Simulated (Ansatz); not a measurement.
The parent structure is YP in the zinc blende structure (space group F-43m, No. 216; a = 6.290 Å; a hypothetical phase, not in the database extracts checked). Axes: x, y, z lie along the cube axes.

Computed with Kohn–Sham DFT with the PBE functional, run in Ansatz (a quantum-chemistry and plane-wave program) with PAW and 420 eV plane waves, no SOC.

A first run, uniaxial strain ε_zz = −1.93 %, gives secant values C11 ≈ 61 GPa and C12 ≈ 56 GPa from its stress. A second run applies isotropic strain +2.98 %.

### Question
What does linear elasticity predict for the bulk modulus −ΔP/(ΔV/V₀) in the second run, and what does the run give?

### Answer
Linear elasticity: (C11 + 2 C12)/3 = 58 GPa. The run gives 45 GPa; any difference comes from nonlinear terms at these strains and numerical noise.

Whether these cells are dynamically stable was not tested.
